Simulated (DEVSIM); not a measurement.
Device: double heterostructure, GaAs between p- and n-type Al0.15Ga0.85As, at 300 K.

```
layer (left to right)        material  thickness (μm)  Nd (cm⁻³)  Na (cm⁻³)  τn (s)  τp (s)
---------------------  --------------  --------------  ---------  ---------  ------  ------
1                      Al0.15Ga0.85As           0.780          -     1.5e18  2.5e-9  2.5e-9
2                                GaAs          0.0820     1.1e14          -  2.5e-9  2.5e-9
3                      Al0.15Ga0.85As           0.510       1e17          -  2.5e-9  2.5e-9
```

Left contact: ohmic. Right contact: ohmic. Voltage is applied to the left contact. Recombination: SRH at mid-gap, radiative. Mobility is μmin + (μ − μmin)/(1 + (N/Nref)^α).

The device is made up for the run: typed textbook-type constants, with dimensions and the other settings drawn at random. Values at 300 K.

```tsv
parameter	Al0.15Ga0.85As	GaAs
gap (eV)	1.611	1.424
affinity (eV)	3.9515	4.07
permittivity	12.47	12.9
Nc (cm⁻³)	5.6e17	4.7e17
Nv (cm⁻³)	9e18	9e18
μn (cm²/Vs)	5695	8500
μp (cm²/Vs)	282	400
μn,min	500	500
μp,min	20	20
Nref,n	6e16	6e16
Nref,p	1.5e17	1.5e17
αn	0.39	0.39
αp	0.38	0.38
B (cm³/s)	2e-10	2e-10
```

DEVSIM, 1D drift-diffusion, Boltzmann statistics, complete ionisation; no tunnelling, impact ionisation, image-force lowering or self-heating. Band offsets follow the typed affinities; no thermionic-emission limit at abrupt steps, no polarisation charge.

Problem. Give the small-signal capacitance in reverse bias (quasi-static).

Solution. 
| V (V) | C (nF/cm²) |
|---|---|
| -0.2 | 64.5 |
| -0.5 | 60.0 |
| -1 | 54.2 |
| -1.5 | 49.8 |
| -2 | 46.3 |
| -3 | 41.2 |
| -4 | 37.5 |
| -5 | 34.7 |
| -6.5 | 31.4 |
